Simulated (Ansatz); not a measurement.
# A computed series for MoS2: response to strain

Consider MoS2 in the 2H-MoS2 type structure (space group P6_3/mmc, No. 194; a = 3.149 Å, c = 12.090 Å; layered, stacked along the Cartesian z axis). Axes: x lies along a and z along c of the hexagonal cell.

Strains are applied to the cell and any free atomic positions relax; under biaxial strain the out-of-plane vector relaxes too.

Method: DFT with PBE-D3(BJ), PAW potentials and a 420 eV plane-wave cutoff in Ansatz (a program for electronic structure), spin-orbit coupling left out.

Notes on the quantities. in-plane stress: mean in-plane stress (compression positive).

```tsv
variant	band gap	in-plane stress	smallest direct gap	shortest interatomic distance	out-of-plane strain
base	0.78 eV	–	1.70 eV	2.400 Å	–
biaxial strain −1.01 %, plane normal [001], relaxed out of plane	0.80 eV	+3.0 GPa	1.82 eV	2.393 Å	+0.33 %
biaxial strain −0.24 %, plane normal [001], relaxed out of plane	0.78 eV	[?]	[?]	2.398 Å	[?]
biaxial strain +0.52 %, plane normal [001], relaxed out of plane	0.76 eV	-1.4 GPa	1.64 eV	2.403 Å	-0.18 %
```

Q: Fill in the withheld entries from the trend.

A: 
- biaxial strain −0.24 %, plane normal [001], relaxed out of plane, in-plane stress: +0.7 GPa
- biaxial strain −0.24 %, plane normal [001], relaxed out of plane, smallest direct gap: 1.73 eV
- biaxial strain −0.24 %, plane normal [001], relaxed out of plane, out-of-plane strain: +0.07 %

Whether these cells are dynamically stable was not tested.
